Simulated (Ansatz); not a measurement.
Consider O vacancy in monoclinic ZrO2 with all lengths changed by -1 %, charge state +2. Computed with PBE, PAW (plane waves to 420 eV; Ansatz, a first-principles code).

Settings: 96 host sites, the strained lattice (strain from the relaxed PBE one, atoms relaxed), the Γ point alone, smearing 0.01 eV, spin-restricted, no image-charge correction. Energies are static. The charge state is imposed; whether it is stable for some Fermi level was not computed. Forms of the defect that were not tried may lie lower.

Barriers: single points on a 2×2×2 k-point mesh shifted by half a step at the bands' geometries.

Relaxed starting cell (atoms counted from 1):

```yaml
crystal:
  lattice:
    - [10.27489, 0.00000, 0.00000]
    - [0.00000, 10.37871, 0.00000]
    - [-1.78901, 0.00000, 10.49876]
  atoms:
    - { symbol: Zr, position: [0.14724, 0.24345, 0.34606] }
    - { symbol: Zr, position: [0.13923, 0.23028, 0.85517] }
    - { symbol: Zr, position: [0.13718, 0.73003, 0.35550] }
    - { symbol: Zr, position: [0.13816, 0.72839, 0.85662] }
    - { symbol: Zr, position: [0.63643, 0.23005, 0.35592] }
    - { symbol: Zr, position: [0.63778, 0.23022, 0.85532] }
    - { symbol: Zr, position: [0.63516, 0.72343, 0.35348] }
    - { symbol: Zr, position: [0.64027, 0.72868, 0.85523] }
    - { symbol: Zr, position: [0.36524, 0.27070, 0.14272] }
    - { symbol: Zr, position: [0.35887, 0.27324, 0.64605] }
    - { symbol: Zr, position: [0.36090, 0.77069, 0.14638] }
    - { symbol: Zr, position: [0.36479, 0.76938, 0.64672] }
    - { symbol: Zr, position: [0.86126, 0.26733, 0.14843] }
    - { symbol: Zr, position: [0.86292, 0.27080, 0.64559] }
    - { symbol: Zr, position: [0.86213, 0.77213, 0.14426] }
    - { symbol: Zr, position: [0.86261, 0.77292, 0.64483] }
    - { symbol: Zr, position: [0.36402, 0.48200, 0.39788] }
    - { symbol: Zr, position: [0.36255, 0.47993, 0.89589] }
    - { symbol: Zr, position: [0.35943, 0.97774, 0.39462] }
    - { symbol: Zr, position: [0.36441, 0.97786, 0.89868] }
    - { symbol: Zr, position: [0.86186, 0.47836, 0.39733] }
    - { symbol: Zr, position: [0.86122, 0.47692, 0.89637] }
    - { symbol: Zr, position: [0.84103, 0.97071, 0.39119] }
    - { symbol: Zr, position: [0.86177, 0.97997, 0.89496] }
    - { symbol: Zr, position: [0.13867, 0.02031, 0.10506] }
    - { symbol: Zr, position: [0.14355, 0.01168, 0.61837] }
    - { symbol: Zr, position: [0.13731, 0.52350, 0.10409] }
    - { symbol: Zr, position: [0.13800, 0.52312, 0.60569] }
    - { symbol: Zr, position: [0.63784, 0.02101, 0.10355] }
    - { symbol: Zr, position: [0.63511, 0.02352, 0.60685] }
    - { symbol: Zr, position: [0.64042, 0.52080, 0.10463] }
    - { symbol: Zr, position: [0.64131, 0.52052, 0.60723] }
    - { symbol: O, position: [0.03148, 0.09180, 0.92847] }
    - { symbol: O, position: [0.03340, 0.58436, 0.42156] }
    - { symbol: O, position: [0.03143, 0.58676, 0.92516] }
    - { symbol: O, position: [0.53169, 0.08407, 0.42264] }
    - { symbol: O, position: [0.53551, 0.08343, 0.92258] }
    - { symbol: O, position: [0.53622, 0.58044, 0.42368] }
    - { symbol: O, position: [0.53645, 0.58256, 0.92120] }
    - { symbol: O, position: [0.46742, 0.41699, 0.07773] }
    - { symbol: O, position: [0.46607, 0.41756, 0.58119] }
    - { symbol: O, position: [0.46583, 0.91681, 0.08050] }
    - { symbol: O, position: [0.45995, 0.92182, 0.57998] }
    - { symbol: O, position: [0.97017, 0.40759, 0.08096] }
    - { symbol: O, position: [0.96538, 0.41905, 0.58040] }
    - { symbol: O, position: [0.96911, 0.90955, 0.07091] }
    - { symbol: O, position: [0.96562, 0.92441, 0.56353] }
    - { symbol: O, position: [0.46380, 0.33320, 0.32870] }
    - { symbol: O, position: [0.46332, 0.33275, 0.82696] }
    - { symbol: O, position: [0.46333, 0.83163, 0.33088] }
    - { symbol: O, position: [0.46772, 0.83252, 0.82974] }
    - { symbol: O, position: [0.96523, 0.32086, 0.33983] }
    - { symbol: O, position: [0.96727, 0.33508, 0.82628] }
    - { symbol: O, position: [0.96866, 0.84922, 0.32362] }
    - { symbol: O, position: [0.97100, 0.84379, 0.81938] }
    - { symbol: O, position: [0.02768, 0.14625, 0.19551] }
    - { symbol: O, position: [0.03418, 0.16328, 0.66752] }
    - { symbol: O, position: [0.03192, 0.66448, 0.17540] }
    - { symbol: O, position: [0.03540, 0.67065, 0.67127] }
    - { symbol: O, position: [0.53709, 0.16889, 0.17087] }
    - { symbol: O, position: [0.52979, 0.16718, 0.67108] }
    - { symbol: O, position: [0.53272, 0.66432, 0.17244] }
    - { symbol: O, position: [0.53726, 0.66851, 0.67079] }
    - { symbol: O, position: [0.22673, 0.37513, 0.49038] }
    - { symbol: O, position: [0.22464, 0.37164, 0.98982] }
    - { symbol: O, position: [0.22009, 0.87248, 0.49199] }
    - { symbol: O, position: [0.22412, 0.87104, 0.99115] }
    - { symbol: O, position: [0.72389, 0.37048, 0.49106] }
    - { symbol: O, position: [0.72473, 0.37088, 0.99090] }
    - { symbol: O, position: [0.71890, 0.86931, 0.48856] }
    - { symbol: O, position: [0.72499, 0.87218, 0.98960] }
    - { symbol: O, position: [0.27596, 0.12819, 0.01047] }
    - { symbol: O, position: [0.24062, 0.12616, 0.50033] }
    - { symbol: O, position: [0.27560, 0.62827, 0.01131] }
    - { symbol: O, position: [0.27653, 0.63050, 0.51086] }
    - { symbol: O, position: [0.77728, 0.12871, 0.01228] }
    - { symbol: O, position: [0.77660, 0.12625, 0.50931] }
    - { symbol: O, position: [0.77780, 0.62820, 0.01104] }
    - { symbol: O, position: [0.77740, 0.62862, 0.51056] }
    - { symbol: O, position: [0.27916, 0.12322, 0.25874] }
    - { symbol: O, position: [0.27763, 0.12042, 0.76166] }
    - { symbol: O, position: [0.27442, 0.62150, 0.26128] }
    - { symbol: O, position: [0.27555, 0.62227, 0.76172] }
    - { symbol: O, position: [0.77434, 0.11707, 0.26238] }
    - { symbol: O, position: [0.77354, 0.12326, 0.76026] }
    - { symbol: O, position: [0.77650, 0.62048, 0.26117] }
    - { symbol: O, position: [0.78006, 0.62273, 0.76054] }
    - { symbol: O, position: [0.22384, 0.37884, 0.23953] }
    - { symbol: O, position: [0.22298, 0.37921, 0.73915] }
    - { symbol: O, position: [0.22328, 0.87898, 0.24083] }
    - { symbol: O, position: [0.22764, 0.87697, 0.74476] }
    - { symbol: O, position: [0.72767, 0.37652, 0.24066] }
    - { symbol: O, position: [0.72432, 0.37894, 0.74142] }
    - { symbol: O, position: [0.71898, 0.87419, 0.23906] }
    - { symbol: O, position: [0.72504, 0.87947, 0.73842] }
```
Cell charge +2.

End state 1 differs by these moves (Å; atoms that move under 0.08 Å are left out):

```json
[
 {"atom": "1", "element": "Zr", "Δx": "-0.11", "Δy": "-0.14", "Δz": "0.10"},
 {"atom": "2", "element": "Zr", "Δx": "0.02", "Δy": "0.09", "Δz": "0.14"},
 {"atom": "7", "element": "Zr", "Δx": "0.05", "Δy": "0.07", "Δz": "0.01"},
 {"atom": "14", "element": "Zr", "Δx": "-0.22", "Δy": "0.09", "Δz": "-0.04"},
 {"atom": "23", "element": "Zr", "Δx": "0.19", "Δy": "0.13", "Δz": "0.08"},
 {"atom": "26", "element": "Zr", "Δx": "0.08", "Δy": "-0.05", "Δz": "-0.23"},
 {"atom": "32", "element": "Zr", "Δx": "-0.06", "Δy": "0.07", "Δz": "-0.04"},
 {"atom": "33", "element": "O", "Δx": "0.04", "Δy": "-0.05", "Δz": "-0.11"},
 {"atom": "35", "element": "O", "Δx": "0.05", "Δy": "-0.07", "Δz": "-0.04"},
 {"atom": "44", "element": "O", "Δx": "0.03", "Δy": "-0.01", "Δz": "-0.12"},
 {"atom": "45", "element": "O", "Δx": "0.04", "Δy": "-0.18", "Δz": "-0.07"},
 {"atom": "46", "element": "O", "Δx": "-0.03", "Δy": "0.06", "Δz": "0.06"},
 {"atom": "47", "element": "O", "Δx": "-0.05", "Δy": "0.05", "Δz": "0.28"},
 {"atom": "52", "element": "O", "Δx": "0.07", "Δy": "0.21", "Δz": "-0.20"},
 {"atom": "53", "element": "O", "Δx": "0.00", "Δy": "-0.09", "Δz": "-0.13"},
 {"atom": "54", "element": "O", "Δx": "0.00", "Δy": "-0.07", "Δz": "0.08"},
 {"atom": "55", "element": "O", "Δx": "-0.08", "Δy": "-0.13", "Δz": "0.12"},
 {"atom": "56", "element": "O", "Δx": "0.07", "Δy": "0.13", "Δz": "-0.18"},
 {"atom": "57", "element": "O", "Δx": "0.33", "Δy": "-0.61", "Δz": "-2.33"},
 {"atom": "68", "element": "O", "Δx": "-0.05", "Δy": "0.06", "Δz": "-0.02"},
 {"atom": "70", "element": "O", "Δx": "0.08", "Δy": "0.05", "Δz": "0.02"},
 {"atom": "73", "element": "O", "Δx": "0.38", "Δy": "0.01", "Δz": "0.09"},
 {"atom": "77", "element": "O", "Δx": "-0.03", "Δy": "0.07", "Δz": "0.03"},
 {"atom": "81", "element": "O", "Δx": "-0.36", "Δy": "0.04", "Δz": "-0.12"},
 {"atom": "94", "element": "O", "Δx": "0.05", "Δy": "0.06", "Δz": "0.02"}
]
```

Problem. Predict the forward and backward barriers to end state 1 from PBE, PAW.

Solution. forward 0.66 eV, backward 0.66 eV; at the saddle point atom 57 has neighbours 2 O at 2.66; Zr at 2.06, Zr at 2.18, Zr at 2.63 Å. The saddle point's order was not checked.

End state 2 differs by these moves (Å; atoms that move under 0.08 Å are left out):

```
atom  element     Δx     Δy     Δz
----  -------  -----  -----  -----
1          Zr  -0.18  -0.08  -0.04
7          Zr   0.08   0.03   0.01
10         Zr   0.11   0.07   0.16
13         Zr  -0.04   0.05  -0.07
16         Zr  -0.06  -0.05   0.03
19         Zr   0.11  -0.10  -0.05
23         Zr   0.22   0.09   0.03
26         Zr  -0.16   0.00  -0.06
33          O   0.08  -0.13  -0.09
34          O   0.06  -0.08  -0.02
44          O  -0.06   0.11   0.00
46          O  -0.04   0.08   0.09
47          O  -0.10  -0.06   0.20
49          O   0.06   0.06   0.05
50          O   0.08   0.00  -0.06
52          O  -0.03   0.11  -0.14
54          O  -0.02  -0.16   0.09
55          O  -0.09  -0.13   0.10
56          O   0.11   0.22  -0.32
57          O  -0.03   0.03   0.07
64          O   0.09  -0.38   0.04
66          O   0.08   0.05   0.00
73          O  -1.73  -0.46  -0.73
80          O  -0.05  -0.03   0.14
81          O   0.03   0.00  -0.15
94          O   0.08   0.05   0.02
```

Problem. Give the forward and backward barriers to end state 2 at the level PBE, PAW.

Solution. forward 0.89 eV, backward 0.11 eV; at the saddle point atom 73 has neighbours 2 Zr at 1.99 Å. The saddle point's order was not checked.

End state 3 differs by these moves (Å; atoms that move under 0.08 Å are left out):

```csv
atom,element,Δx,Δy,Δz
1,Zr,-0.10,-0.16,0.08
3,Zr,0.22,-0.10,0.05
15,Zr,-0.03,-0.11,-0.12
17,Zr,0.01,-0.09,0.00
23,Zr,0.10,0.23,0.15
26,Zr,-0.02,0.06,-0.16
33,O,0.02,-0.07,-0.04
34,O,-0.03,0.15,0.06
35,O,-0.03,0.07,0.07
44,O,-0.05,0.13,-0.01
46,O,-0.05,0.04,0.13
47,O,0.09,-0.30,-0.08
52,O,0.04,0.14,-0.11
54,O,0.53,2.30,0.92
56,O,0.12,0.23,-0.26
57,O,-0.05,-0.06,0.03
58,O,0.01,0.10,0.13
59,O,-0.06,-0.12,0.10
62,O,0.08,0.07,-0.01
66,O,0.07,-0.06,-0.03
73,O,0.31,0.00,0.11
75,O,0.05,-0.07,0.01
84,O,0.00,0.08,-0.02
94,O,0.40,0.02,0.12
```

Problem. What is the computed forward and backward barriers to end state 3 (PBE, PAW)?

Solution. forward 1.11 eV, backward 1.11 eV; at the saddle point atom 54 has neighbours Zr at 1.92 Å. The saddle point's order was not checked.
